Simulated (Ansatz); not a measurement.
Amorphous B₃₂N₃₂H₁₀, 74 atoms at 1.88 g/cm³, one PBE-relaxed geometry, zone centre. Methods: PBE, scalar-relativistic without spin-orbit coupling (Ansatz, a quantum-chemistry and plane-wave program); r2SCAN, scalar-relativistic without spin-orbit coupling (Ansatz); HSE06, scalar-relativistic without spin-orbit coupling (Ansatz). Plane waves to 420 eV (r2SCAN 500 eV); exact exchange is cut at the cell's faces. The usual formal charges leave 10 electrons over, so the level spacing at the Fermi energy parts defect or band states and needn't be the band gap. At PBE the levels at both edges of the gap are localised (band-tail or defect states), and the nearest spread-out levels lie 2.8 eV apart at the zone centre. The higher rungs were started with moments on some atoms, which died out.

The cell was made by melting and quenching with the CHGNet potential and then relaxed with DFT. N atoms were pushed apart under 1.9 Å during the dynamics, to hinder bonds among them. The hot cell started wider than the set density and was brought back towards it in steps. It is the lowest in DFT energy of 2 quenches. It is a model cell: composition and starting density were chosen by hand, and all elements were melted together. No dispersion term was used. Its density started from a set value of 1.88 and ended at 1.88 g/cm³. The simulated quench (nominally 730 K/ps over its main leg) is rapid and tends to freeze in more defects than a deposited or slowly cooled glass has. Values belong to this one cell and scatter from quench to quench. The volume was held where the preparation left it, at a PBE pressure of -3.2 GPa (tension). Stress components on the final sampling reach 6.4 GPa. On a 2×2×2 Γ-centred mesh force components of up to 0.14 eV/Å stay, since the relaxation ran on the zone centre alone.

The relaxation ran on the zone centre alone. At PBE the level spacing at the Fermi energy is 1.44 eV on a 2×2×2 Γ-centred mesh, and the spacing at the zone centre alone 1.47 eV.

What zone-centre spacing does r2SCAN give, roughly?

1.77 eV (+0.31 eV against PBE).

What zone-centre spacing does HSE06 give, roughly?

2.37 eV (+0.90 eV against PBE).

The highest filled and the lowest empty state spread over these numbers of atoms (participation numbers): PBE: 8.6 and 8.7; r2SCAN: 8.3 and 9.9; HSE06: 7.9 and 10.3.
